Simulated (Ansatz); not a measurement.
## Defect calculation: C interstitial in alpha quartz

The numbers are results of PBE, PAW (plane waves to 420 eV; Ansatz, a first-principles code), not measurements. Cell: 72 sites, 2×2×2; final energies on a 2×2×2 Γ-centred mesh. Site at the start: void with 6O2Si nearest. Energies of charged states are corrected for periodic images (point charge plus alignment at distant sites). Dielectric constants: PBE linear response of the host. Host gap at this level: 5.68 eV. Finite-size and sampling errors can reach tenths of an eV here. Levels are measured in PBE's own, too narrow, gap. Spin–orbit coupling is left out. Each state is the lowest found from its start.

Formation energies E_f are given with the Fermi level at the valence-band maximum. Chemical conditions: O-rich (Δμ(C) = -4.05 eV, bounded by CO2 (Pa-3); only phases computed here count, gases as isolated molecules at 0 K); Si-rich (Δμ(C) = -0.41 eV, bounded by 6H silicon carbide; only phases computed here count, gases as isolated molecules at 0 K). Reference phases: C: graphite.

In at least one state atoms left their starting sites on relaxation (a large move, or an atom on the emptied site), so the name describes the start.

The name describes the start; the neighbours show where the added atom ended.

```tsv
charge	moment (μB)	point group	largest move off a lattice site (Å)	neighbours of the added atom at the end (Å)	image correction with alignment (eV)	E_f, O-rich (eV)	E_f, Si-rich (eV)	above the lowest spin state (eV)
+3*	1.0	–	1.54	O 1.16, O 2.62, O 2.66, O 2.67	–	–	–	0.00
+2†	not spin-polarised	–	1.54	O 1.16, O 2.62, O 2.65, O 2.65	1.47	–	–	0.00
+1	1.0	C1	1.01	O 1.21, Si 1.89, O 2.61, O 2.62, Si 2.79	0.52	7.68	4.03	0.00
0	2.0	C1	1.11	O 1.31, Si 1.79, Si 2.54, O 2.64	0.00	10.25	6.60	0.00
0	not spin-polarised	C1	1.17	O 1.28, Si 1.86, O 2.63, O 2.66, Si 2.76	0.00	10.43	6.78	0.18
```

* At this level the carrier isn't localised at the defect: at charge +3 holes occupy the valence band. Such a state is shallow or no state of the defect, and this cell gives it no level.

† Not settled in this cell, so no level is given: charge +2: a large or scattered potential alignment.

Point groups are those of the whole cell at tolerances of 0.03 and 0.1 Å ("near" where only the looser one holds); none is given for unsettled states.

Transition levels above the valence-band maximum: ε(+1/0) = 2.57 eV. With a charge missing or unsettled, these needn't be thermodynamic levels.

Flagged in the runs: a doubtful potential alignment, a host whose relaxation on this sampling wasn't shown to rest, a strain field that reaches the edge of the cell.
